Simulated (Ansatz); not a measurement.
Response to strain in Os

Start from Os in the hcp (Mg type) structure (space group P6_3/mmc, No. 194; a = 2.729 Å, c = 4.309 Å; relaxed with 0.1 eV smearing).

Strains are applied to the cell and any free atomic positions relax.

Level of theory: PBEsol (Ansatz, a program for electronic structure, PAW, no spin-orbit coupling).

Notes on the quantities. pressure: mean of the normal stresses, compression positive; energy relative to the base: free energy F.

| change | shortest interatomic distance | pressure | energy relative to the base |
|---|---|---|---|
| base | 2.669 Å | 0.0 GPa | 0 meV/atom |
| isotropic strain −2.50 % | 2.602 Å | 39.3 GPa | +116 meV/atom |
| isotropic strain −2.00 % | 2.616 Å | 30.2 GPa | +73 meV/atom |
| isotropic strain −1.50 % | 2.629 Å | 21.8 GPa | +40 meV/atom |
| isotropic strain −1.00 % | 2.642 Å | 14.0 GPa | +18 meV/atom |
| isotropic strain −0.50 % | 2.656 Å | 6.7 GPa | ___ |
| isotropic strain +0.50 % | 2.683 Å | -6.2 GPa | +4.1 meV/atom |
| isotropic strain +1.00 % | 2.696 Å | -12.0 GPa | ___ |
| isotropic strain +1.50 % | 2.709 Å | -17.3 GPa | +36 meV/atom |
| isotropic strain +3.00 % | 2.749 Å | -31.0 GPa | ___ |

**Question.** What belongs in the blanks?

**Answer.** 
- isotropic strain −0.50 %, energy relative to the base: +4.3 meV/atom
- isotropic strain +1.00 %, energy relative to the base: +16 meV/atom
- isotropic strain +3.00 %, energy relative to the base: +136 meV/atom

Whether these cells are dynamically stable was not tested. The final runs are not spin-polarised.
